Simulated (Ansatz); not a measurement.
Take TiAl3 (space group I4/mmm, No. 139; a = 3.846 Å, c = 8.620 Å) as the base. Axes: x, y, z lie along a, b, c of the conventional cell.

Calculations: PBE (Ansatz, an electronic-structure program; PAW; 420 eV plane waves; without spin-orbit coupling).

Base values:

* **Shortest interatomic distance**: 5.139 bohr
* **Pressure**: 0.0 GPa

Perturbation: tensile biaxial strain of 1.63 % in the plane normal to [001], as in epitaxy on a mismatched substrate; the out-of-plane cell vector and the atoms relax.

### Question
Estimate the effect on the energy relative to the base, shortest interatomic distance and pressure.

### Answer
The energy goes up by 6.5 meV/atom; the shortest interatomic distance grows by 0.084 bohr, from 5.139 bohr to 5.223 bohr; the pressure (mean of the normal stresses, compression positive) goes from zero to -2.6 GPa.

Without a gap, meshes like the base's 17×17×17 leave anisotropic stresses uncertain by several tenths of a GPa, and small strain energies with them. Whether these cells are dynamically stable was not tested. All final runs are without spin polarisation.
